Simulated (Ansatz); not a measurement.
Start from Mg3PbO in the anti-perovskite structure (space group Pm-3m, No. 221; a = 4.3848 Å; a hypothetical phase, not in the database extracts checked).

One thing is altered: hydrostatic tension (pressure −2 GPa).

Levels (all Ansatz, a quantum-chemistry and plane-wave program, PAW): PBEsol (420 eV, no SOC); PBEsol+SOC (420 eV, with spin-orbit coupling).

The geometry is relaxed with PBEsol.

```
Quantity           Result
---------------  --------
PBEsol pressure  -2.0 GPa
```

With PBEsol+SOC at the same geometry, the pressure decreases by 0.3 GPa to -2.3 GPa.

Single points use the geometry relaxed with PBEsol. The spin-orbit shifts are approximate. Load acts through the strain it causes; cell and atoms are relaxed under it. No phonon test of stability was made. The runs without spin-orbit coupling are not spin-polarised.
